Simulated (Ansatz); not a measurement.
We consider zinc-blende BeS, described by PBE-D4 in Ansatz (PAW).

Total energies, extrapolated to zero smearing (they compare only within this program, potentials and cutoff; free atoms with spin allowed, lowest state found):

```tsv
system	energy (eV/atom)
zinc-blende BeS, relaxed	-498.7461
free Be atom	-89.0330
free S atom	-899.0015
```

Question: Work out the cohesive energy per atom.

Answer: E_coh = [1 × (-89.0330) + 1 × (-899.0015)]/2 − (-498.7461) = 4.73 eV/atom. The reference value is 4.36 ± 0.03 eV/atom (worked out here from tabulated enthalpies at 298 K, copied from a table, unchecked, brought to a static lattice with a Debye model, atoms in their spin–orbit ground levels; inputs from the CRC Handbook), a difference of +0.37 eV/atom.

The PAW data were made under PBE.

Ansatz is a program for electronic structure.
